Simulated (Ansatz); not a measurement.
We consider GaN (model structure, started from the GeS type, Fm-3m, No. 225, 8 atoms in the cell; like a known high-pressure phase), described by LDA (Ansatz, a first-principles code, plane waves, PAW).

Settings: plane-wave cutoff 520 eV, 8×20×16 k mesh (along the axes of the cell as run), Fermi–Dirac smearing 0.05 eV, scalar-relativistic PAW data made under PBE.

Cell (relaxed at this level):

```cif
data_Ga4N4
_chemical_formula_sum 'Ga4 N4'
_space_group_name_H-M_alt 'Fm-3m'
_space_group_IT_number 225
_space_group_name_Hall '-F 4 2 3'
_cell_length_a 4.18092
_cell_length_b 4.18092
_cell_length_c 4.18092
_cell_angle_alpha 90.000
_cell_angle_beta 90.000
_cell_angle_gamma 90.000
loop_
_atom_site_label
_atom_site_type_symbol
_atom_site_symmetry_multiplicity
_atom_site_Wyckoff_symbol
_atom_site_fract_x
_atom_site_fract_y
_atom_site_fract_z
_atom_site_occupancy
Ga1 Ga 4 a 0.00000 0.00000 0.00000 1
N1 N 4 b 0.50000 0.50000 0.50000 1
```

Problem. What does this level give for the band gap and smallest direct gap on the k points sampled?

Solution. 
* **band gap**: 0.59 eV (indirect)
* **smallest direct gap on the k points sampled**: 1.17 eV

Spin–orbit coupling is not included.

Computed values are for the static lattice.

A model structure was made by putting elements into a prototype or built by hand; it is no filed structure, need not be a known phase, and can be a saddle point held by its symmetry.
